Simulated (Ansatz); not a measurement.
Cost and result by functional for the surface energy of the (322) surface of germanium in its 1x1 cell, relaxed from an ideal cut (the real face may reconstruct), outermost plane spacing 0.35 Å in the ideal cut, in Ansatz (plane waves, PAW). Single points on the PBE structure, on one kind of machine; costs are rough ratios of the slab run's core time (references not counted) to the cheapest single point. r2SCAN's cost holds its higher cutoff (500 against 420 eV). Differences are taken against r2SCAN for comparison alone: no measured value is at hand, so the table doesn't rank accuracy.

Slab: 34 atoms, 11.5 Å thick at the start; k 6x2x1, smearing 0.025 eV, dipole-corrected; all atoms relaxed; start symmetry kept, larger cells not searched; no spin (no spin-polarised run to compare, though such a face may carry moments), no spin-orbit, no U. The slab shows no gap on its mesh. These notes are the PBE run's.

```tsv
functional	relative cost	surface energy (J/m²)	less r2SCAN (J/m²)
LDA	1	1.24	-0.01
PBEsol	1	1.15	-0.10
RPBE	1	0.89	-0.35
r2SCAN	3	1.25	0.00
PBE (the relaxed run's value)	–	1.00	-0.24
```

The values span 0.35 J/m², while the single points' costs differ by a factor of roughly 3. Differences are of unrounded values.

Ansatz is an electronic-structure program.
